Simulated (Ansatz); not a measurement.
We consider Li3OCl (Pm-3m, No. 221, 5 atoms in the cell; start mp-985585), described by HSE06 (plane waves, PAW; Ansatz, a first-principles code).

Numerical settings: plane-wave cutoff 460 eV, 6×6×6 k mesh, Fermi–Dirac smearing 0.01 eV, scalar-relativistic PAW data made under PBE.

Cell (relaxed with PBEsol):

Li3ClO is taken in the cubic space group Pm-3m (No. 221), the anti-perovskite structure, Pearson symbol cP5. Cell: a = b = c = 3.839 Å, α = β = γ = 90.00°. Li on 3c sees 2 O at 1.920 Å and 4 Cl at 2.715 Å (octahedral). Cl on 1a is surrounded by 12 Li at 2.715 Å (cuboctahedral). O on 1b sees 6 Li at 1.920 Å (octahedral). (Neighbours: up to the widest gap in distance over summed covalent radii, below 1.35, at either atom; cation-cation and far metal-metal contacts left out.)

**Question.** What does this level give for the band gap and Γ–Γ gap?

**Answer.** 
- band gap: 6.44 eV (on the SCF k mesh) (direct)
- Γ–Γ gap: 7.19 eV

Note: cell and atoms aren't relaxed at this level (pressure 0.3 GPa).

The computed numbers hold no vibrational or temperature effects.

Cost on a shared machine: roughly 100 core-seconds.

A start named mp-… is a Materials Project structure, which need not be a measured phase.
